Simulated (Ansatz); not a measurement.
## Carrier properties of monolayer SnS₂

Data:

```xyz
3
Lattice="3.7384 0.0000 0.0000 -1.8692 3.2375 0.0000 0.0000 0.0000 18.9363" Properties=species:S:1:pos:R:3 pbc="T T T"
Sn     0.0000     0.0000     9.4681
S      0.0000     2.1584    10.9335
S      1.8692     1.0792     8.0028
```

These are PBE, rigid bands (plane waves, PAW, scalar-relativistic; Ansatz, a quantum-chemistry and plane-wave program) values and carry that method's errors. Condition of this run: biaxial strain +1 %. How the cell was made: cell and atoms relaxed with PBE, then loaded as said.

```
Property                                              Value
----------------------------------------------  -----------
band gap                                            1.59 eV
electron conductivity mass (300 K, dilute)          0.41 mₑ
hole conductivity mass (300 K, dilute)              0.58 mₑ
effective density of states N_c (300 K)         1.5e13 cm⁻²
effective density of states N_v (300 K)         5.7e13 cm⁻²
Seebeck coefficient, n-type 1.9e12 cm⁻², 300 K    -349 μV/K
Seebeck coefficient, p-type 1.9e12 cm⁻², 300 K     452 μV/K
```

Rigid bands; masses and Seebeck coefficients take one relaxation time τ for all states and one kind of carrier; polarons and phonon drag are left out. Spin-orbit coupling is left out; where it splits the top of the valence band, N_v and the p-type Seebeck coefficient come out somewhat high without it.
